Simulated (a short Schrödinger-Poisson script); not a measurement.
**Symmetric double-gate stack, SiO2 on p-type Si(100)**

Structure: symmetric double-gate stack, SiO2 on p-type Si(100), at 150 K.

```tsv
layer	material	thickness (nm)	Na (cm⁻³)
1	SiO2	0.8	-
2	Si	14	2e15
3	SiO2	0.8	-
```

Constants are typed, rounded textbook-type inputs, not results; the design itself was drawn at random and stands for no fabricated device. SiO2: permittivity 3.9, conduction-band edge (eV) 3.15, gap (eV) 9, electron mass (mₑ) 0.5. Si: permittivity 11.7, conduction-band edge (eV) 0, gap (eV) 1.124, Nv at 300 K (cm⁻³) 3.1e19.

Channel valleys (confinement mass, in-plane density-of-states mass, number): Δ2 0.916, 0.19, 2; Δ4 0.19, 0.417, 4. At the gates, both at one voltage, the conduction-band edge of layer 1 lies 3.4 eV − eVg above the Fermi level of the channel. Gaps are held at their typed values at every temperature. Mesh 0.03 nm at interfaces.

From a short Schrödinger-Poisson script (our own, NumPy): 1D Poisson equation in equilibrium, electrons quantum, Hartree (BenDaniel-Duke, 12 states a valley, the channel's in-plane mass for all, wave functions free to enter the dielectric), parabolic valleys, classical holes, full ionisation, no traps, pinning or gate leakage.

```tsv
Vg (V)	electrons (cm⁻²)	C (μF/cm²)	Δ2 E0 (meV)	Δ2 E1 (meV)	Δ4 E0 (meV)	Δ4 E1 (meV)
0.05	1.63e6	< 0.003	202.2	208.3	209.1	236.2
0.1	7.77e7	< 0.003	152.2	158.3	159.1	186.2
0.15	3.67e9	0.0467	102.3	108.4	109.3	136.3
0.2	1.18e11	1.05	57.7	63.2	64.6	91.0
0.25	7.30e11	2.74	34.3	37.1	41.9	65.0
0.3	1.74e12	3.66	21.6	22.4	32.3	51.7
0.35	2.98e12	4.27	11.9	12.1	27.2	43.6
0.4	4.38e12	4.69	3.9	4.0	24.0	38.1
0.45	5.89e12	4.99	-2.8	-2.8	21.6	34.0
0.5	7.48e12	5.22	-8.8	-8.7	19.8	30.8
0.55	9.14e12	5.39	-14.2	-14.2	18.1	28.0
0.6	1.08e13	5.52	-19.3	-19.2	16.7	25.5
0.65	1.26e13	5.64	-24.1	-24.1	15.3	23.3
0.7	1.44e13	5.73	-28.7	-28.7	13.9	21.2
0.75	1.62e13	5.82	-33.2	-33.2	12.7	19.2
0.8	1.80e13	5.89	-37.5	-37.5	11.4	17.4
0.85	1.98e13	5.95	-41.8	-41.8	10.1	15.6
0.9	2.17e13	6.01	-45.9	-45.9	8.9	13.8
0.95	2.36e13	6.07	-50.0	-50.0	7.7	12.1
```

Gate voltages with under 1e6 electrons/cm² are left out.

Subbands count from the Fermi level. The capacitance is that of both gates.
